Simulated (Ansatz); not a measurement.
Effect of biaxial strain +2.50 %, plane normal [111], relaxed out of plane on KCl

The reference is KCl in the rock salt structure (space group Fm-3m, No. 225; a = 6.2427 Å). Axes: x, y, z lie along the cube axes.

The change: tensile biaxial strain of 2.50 % in the plane normal to [111], as in epitaxy on a mismatched substrate; the out-of-plane cell vector and the atoms relax.

Computed with PBEsol in Ansatz (plane waves to 420 eV, PAW, spin-orbit coupling left out). Settings: 9×9×9 k-points, 0.05 eV Fermi–Dirac smearing.

```csv
quantity,base,changed,shift
volume per atom,30.41 Å³,31.10 Å³,+0.69 Å³
space group,Fm-3m (No. 225),R-3m (No. 166),–
energy relative to the base (free energy F),0 meV/atom,+3.0 meV/atom,+3.0 meV/atom
"pressure (mean of the normal stresses, compression positive)",0.01 GPa,-0.41 GPa,-0.42 GPa
band gap,5.10 eV,4.96 eV,-0.146 eV
gap character,direct at Γ,direct at Γ,–
electron mass,0.43 mₑ (at Γ),0.44 mₑ (at Γ),–
hole mass,–,"0.82 mₑ out of plane, 3.0 mₑ in plane (at Γ)",–
"valence-band top at Γ (three highest levels, from the VBM)","0.00, 0.00, 0.00 eV","0.00, -0.09, -0.09 eV",–
"valley order (the lowest conduction-band minima on the path, energy above the VBM, named in the base's zone)",Γ 5.10 eV; X along ⟨100⟩ 6.37 eV,Γ 4.96 eV; X along [001] 6.33 eV,–
out-of-plane strain,–,-2.65 %,–
ratio −ε⊥/ε∥,–,1.06,–
mean in-plane stress (compression positive),–,-0.6 GPa,–
```

Final structure (turned so that z lies along the plane normal):

```
CELL_PARAMETERS angstrom
      4.52461     0.00000     0.00000
      2.26231     3.91843     0.00000
      2.26231    -1.30614     3.50865
ATOMIC_POSITIONS crystal
  K  0.00000 0.00000 0.00000
  Cl 0.00000 0.50000 0.50000
```

Cost of the whole job for the changed cell (relaxation, final SCF and bands): roughly 26 core-seconds.

Masses are band curvatures over ±0.01 Å⁻¹ around the edge. Whether these cells are dynamically stable was not tested. k-point labels follow each cell's own Brillouin zone.

Ansatz is a quantum-chemistry and plane-wave program.
